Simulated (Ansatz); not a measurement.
Start from AlCo in the CsCl type structure (space group Pm-3m, No. 221; a = 2.825 Å; weakly magnetic (sensitive to the mesh); relaxed with 0.1 eV smearing). Axes: x, y, z lie along the cube axes.

Computed with r2SCAN/PAW in Ansatz (an electronic-structure program), no spin-orbit coupling.

Before the change:

- Shortest interatomic distance = 2.447 Å

It is then changed as follows: the cell is stretched by 1.62 % along y with no lateral relaxation, atoms relaxed at fixed cell.

Question: Predict the new stress, energy relative to the base and shortest interatomic distance.

Answer: The stress (xx, yy, zz, yz, xz, xy; compression positive) comes out as (-2.3, -4.2, -2.3, 0.0, 0.0, 0.0) GPa; the energy increases by 2.5 meV/atom; the shortest interatomic distance increases by 0.013 Å to 2.460 Å.

Other magnetic orders, which the real material may have, were not ruled out. The cells carry an imposed strain or load. Whether these cells are dynamically stable was not tested. Starting moments died away, wholly or in part, for the base; another magnetic solution may exist.
